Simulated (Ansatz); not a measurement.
Results of LDA (Ansatz, a program for electronic structure, plane waves, PAW) for brucite Ca(OH)2 (model structure).

Numerical settings: plane-wave cutoff 500 eV, 12×12×6 k mesh (along the axes of the cell as run), gaussian smearing 0.02 eV, scalar-relativistic PAW data made under PBE.

Cell (relaxed at this level):

```
CELL_PARAMETERS angstrom
      1.74907    -3.02947     0.00000
      1.74907     3.02947     0.00000
      0.00000     0.00000     4.61739
ATOMIC_POSITIONS crystal
  Ca 0.00000 0.00000 0.00000
  H  0.33333 0.66667 0.45787
  H  0.66667 0.33333 0.54213
  O  0.33333 0.66667 0.24614
  O  0.66667 0.33333 0.75386
```

Q: Estimate the band gap that the calculation returns.

A: 
* **band gap**: 4.35 eV (on the SCF k mesh)

Static lattice: no zero-point or thermal effects.

It cost very roughly 70 core-seconds of CPU time.

A model structure was made by putting elements into a prototype or built by hand; here it ended with the formula and space group of a phase in our tables.
